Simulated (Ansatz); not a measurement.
The reference is PbSe in the rock salt structure (space group Fm-3m, No. 225; a = 6.218 Å).

Structures relaxed with PBE (Ansatz, a first-principles code, PAW, scalar-relativistic without spin-orbit coupling).

Base:

Simulated powder pattern, Co Kα, λ = 1.79026 Å (kinematic, ideal powder, no thermal factors, no anomalous dispersion; the 8 strongest lines at most, above 2 %, up to 2θ = 90°):

```tsv
2θ (°)	I/Imax (%)	hkl
28.88	36	(111)
33.47	100	(200)
48.06	75	(220)
57.04	19	(311)
59.83	27	(222)
70.32	13	(400)
80.15	37	(420)
89.70	30	(422)
```

After one change:

Simulated powder pattern, Co Kα, λ = 1.79026 Å (kinematic, ideal powder, no thermal factors, no anomalous dispersion; the 8 strongest lines at most, above 2 %, up to 2θ = 90°):

```tsv
2θ (°)	I/Imax (%)
29.03	36
33.64	100
48.31	75
57.35	19
60.16	27
70.72	13
78.20	8.2
80.64	37
```

Task: Which of these changes matches the shifts?
(A) isotropic strain +3.00 %
(B) isotropic strain −0.50 %
(C) isotropic strain −1.00 %
(D) isotropic strain +2.00 %

Result: B, isotropic strain −0.50 %. Its volume per atom is 29.60 Å³ against 30.05 Å³, and its space group is Fm-3m (No. 225).

Whether these cells are dynamically stable was not tested.
